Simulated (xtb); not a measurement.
xtb 6.7.1, GFN2-xTB: Cu(I)(SMe2) (C[S](C)->[Cu][I]), 11 atoms. The geometry is a generated start, not checked to be a minimum at this level.

| Item | Value |
|---|---|
| method | GFN2-xTB |
| --acc | 1 (default) |
| --etemp (K) | 300 (default) |
| detailed input (--input) | none: ANC optimiser, Lindh (1995) Hessian, microcycle=20, maxdispl=1.0, hlow=0.01 (default) |
| basis functions | 44 |
| valence electrons | 38 |

```xyz
11

Cu     1.4516    -1.6325    -0.0358
I      3.6897    -2.4841     0.3697
C     -0.1937     0.8009    -1.3231
S     -0.5895    -0.6933    -0.3637
C     -0.9414     0.0847     1.2437
H      0.5965     1.3641    -0.8351
H     -1.0933     1.4049    -1.4121
H      0.1316     0.4815    -2.3093
H     -0.1010     0.6971     1.5589
H     -1.1114    -0.7116     1.9631
H     -1.8392     0.6883     1.1437
```

Charge 0 and multiplicity 1 are set for this test and not shown to be the ground state.

The structure is relaxed from this start with --opt LEVEL for the levels crude, sloppy, loose, lax, normal, tight, vtight, extreme, once each. Up to the end of the extreme run atoms move by at most 0.11 Å along an axis.

Q: What is the loosest level that ends within 1 meV of the extreme run, and how many cycles does it take?

A: normal: 8 cycles against 11, ending 0.010 meV above.

```json
[
 {"level": "crude", "cycles": "1", "energy above the extreme run (meV)": "1.6", "gradient norm (eV/Å)": "0.099"},
 {"level": "sloppy", "cycles": "1", "energy above the extreme run (meV)": "1.6", "gradient norm (eV/Å)": "0.099"},
 {"level": "loose", "cycles": "1", "energy above the extreme run (meV)": "1.6", "gradient norm (eV/Å)": "0.099"},
 {"level": "lax", "cycles": "1", "energy above the extreme run (meV)": "1.6", "gradient norm (eV/Å)": "0.099"},
 {"level": "normal", "cycles": "8", "energy above the extreme run (meV)": "0.010", "gradient norm (eV/Å)": "0.013"},
 {"level": "tight", "cycles": "9", "energy above the extreme run (meV)": "under 0.01", "gradient norm (eV/Å)": "0.0041"},
 {"level": "vtight", "cycles": "10", "energy above the extreme run (meV)": "under 0.01", "gradient norm (eV/Å)": "0.0023"},
 {"level": "extreme", "cycles": "11", "energy above the extreme run (meV)": "—", "gradient norm (eV/Å)": "0.0022"}
]
```
